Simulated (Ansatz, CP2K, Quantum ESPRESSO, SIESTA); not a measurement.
**Code comparison for SrTiO3 (Pm-3m, 5 atoms in the cell)**

Relaxation of cell and atoms.

```
SrTiO3
1.0
    3.98896     0.00000     0.00000
    0.00000     3.98896     0.00000
    0.00000     0.00000     3.98896
Sr Ti O
1 1 3
Direct
  0.00000   0.00000   0.00000
  0.50000   0.50000   0.50000
  0.50000   0.00000   0.50000
  0.00000   0.50000   0.50000
  0.50000   0.50000   0.00000
```

Shared settings, as Ansatz (a first-principles code) writes them: kpoints.mp_grid.grid = 6 6 6; scf.occupations.method = fermi_dirac; scf.occupations.width = 0.02 eV. Potentials and cutoffs stand in the table.

```
code                                                                                                                                model  final volume (Å³/atom)  gap on the mesh (eV)       cutoff
----------------  -----------------------------------------------------------------------------------------------------------------------  ----------------------  --------------------  -----------
Quantum ESPRESSO                                                          PBE, PseudoDojo standard norm-conserving (PBE) pseudopotentials                   12.17                 1.865        85 Ry
Ansatz                                                                                                             PBE, default PAW files                   12.20                 1.841      default
SIESTA            GGA PBE, numerical atomic orbitals DZP, PseudoDojo PBE standard norm-conserving potentials (rewritten from UPF to PSML)                   12.39                 1.755  grid 300 Ry
CP2K                                                              PBE, GPW, DZVP-MOLOPT-SR-GTH basis, GTH-PBE potentials (GTH_POTENTIALS)                   12.25                 1.740  grid 600 Ry
```

Gaps are read on the mesh.

The spread over the programs that give each value: final volume within 0.22 Å³/atom; gap on the mesh within 0.125 eV.

SIESTA and CP2K use small atom-centred bases, whose incompleteness enters pressures, forces and empty levels differently from a plane-wave cutoff. The programs treat the finite-basis stress differently while the cell relaxes: Ansatz adds an estimate of it.

The starting cell has typed, rounded lattice constants, without a prior relaxation at this level. Its lattice was rescaled by a random factor within 2.5 % of one.

Keys are those of Ansatz 0.2.
